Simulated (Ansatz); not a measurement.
The starting structures come from a database of crystals and need not be the phases stable at ambient conditions.

Crystal: KS (P-62m, not sure to be the ambient phase, 12 atoms a cell, 30.6 Å³ an atom); planes in its conventional cell.

The numbers are results of PBEsol (plane waves, PAW; Ansatz, a quantum-chemistry and plane-wave program), not measurements.

The gap is the functional's own. No spin-orbit coupling. Mid-gap values are interpolated on the energy grid.

| plane | area of the cell (Å²) | mid-gap κ (1/Å) | largest κ in the gap (1/Å) |
|---|---|---|---|
| (100) | 49.8 | 0.34 | 0.36 |
| (001) | 62.8 | … | … |

Task: The slowest decay depends on the direction. Supply the withheld values.

Result: 
- (001), mid-gap κ (1/Å): 0.19
- (001), largest κ in the gap (1/Å): 0.22
